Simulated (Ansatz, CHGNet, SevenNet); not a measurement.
## TaAs (model structure, started from the WC type, P-6m2, No. 187, 2 atoms in the cell): properties by level of theory

```json
[
 {"level (code)": "CHGNet 0.3.0", "equilibrium lattice constant a (Å)": "?", "c axis length (Å)": "3.434"},
 {"level (code)": "CHGNet-r²SCAN", "equilibrium lattice constant a (Å)": "3.506", "c axis length (Å)": "3.317"},
 {"level (code)": "SevenNet-0", "equilibrium lattice constant a (Å)": "3.394", "c axis length (Å)": "3.534"},
 {"level (code)": "LDA (Ansatz)", "equilibrium lattice constant a (Å)": "?", "c axis length (Å)": "3.432"},
 {"level (code)": "PBE (Ansatz)", "equilibrium lattice constant a (Å)": "3.414", "c axis length (Å)": "?"},
 {"level (code)": "r²SCAN+rVV10 (Ansatz)", "equilibrium lattice constant a (Å)": "3.394", "c axis length (Å)": "?"}
]
```

Task: Complete the blanks.

Result: 
- CHGNet 0.3.0, equilibrium lattice constant a (Å): 3.446
- LDA (Ansatz, a quantum-chemistry and plane-wave program), equilibrium lattice constant a (Å): 3.349
- PBE (Ansatz), c axis length (Å): 3.484
- r²SCAN+rVV10 (Ansatz), c axis length (Å): 3.449

Ansatz's density-functional and Hartree–Fock values are scalar-relativistic unless marked +SOC, with PAW data made under PBE.

A model structure was made by putting elements into a prototype or built by hand; it is no filed structure, need not be a known phase, and can be a saddle point held by its symmetry.
